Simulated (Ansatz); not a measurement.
For L1₀ (CuAu-type) FePt, r²SCAN-D4 in Ansatz (PAW) gives:

- lattice parameter a = 2.725 Å
- c axis length = 3.718 Å
- magnetic moment = 3.28 μB

**Question.** What does HSE06 in Ansatz (PAW) give for the same quantities?

**Answer.** 
- lattice constant a: 2.748 Å (rises by 0.8 %)
- lattice parameter c: 3.750 Å (increases by 0.9 %)
- magnetic moment: 3.52 μB (increases by 0.24 μB)

For comparison: lattice constant a 2.727 Å (measured, room temperature, not corrected to a static lattice, P4/mmm two-atom cell, a_fct/√2; as tabulated in Sawada et al. (2023), arXiv:2212.12065); lattice parameter c 3.726 Å (measured, room temperature, not corrected to a static lattice, 0.1 GPa; as tabulated in Sawada et al. (2023), arXiv:2212.12065).

Changes are worked out from the printed values.

Unless a cell is named, each level is at its own relaxed cell (r²SCAN-D4 13.80, HSE06 14.16 Å³/atom).

Levels without +SOC leave out spin–orbit coupling, which shifts energies and cells of such heavy elements.

Spin-polarised runs: r²SCAN-D4 (parallel moments), HSE06 (parallel moments).

Ansatz's density-functional and Hartree–Fock values are scalar-relativistic unless marked +SOC, with PAW data made under PBE.

Ansatz is a first-principles code.
